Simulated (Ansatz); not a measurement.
System: fluorite AuAl2. Method: PBEsol in Ansatz (plane waves, PAW).

Settings: plane-wave cutoff 520 eV, 12×12×12 k mesh, Fermi–Dirac smearing 0.1 eV, perturbation theory, force constants from a 4×4×4 q mesh, scalar-relativistic PAW data made under PBE.

### Question
Give the computed zero-point energy.

### Answer

- zero-point energy = 0.037 eV/atom

Spin–orbit coupling is not included; it can shift volumes and moduli of such heavy elements.

Computing time: around 24 core-minutes (rough).

Ansatz is a quantum-chemistry and plane-wave program.
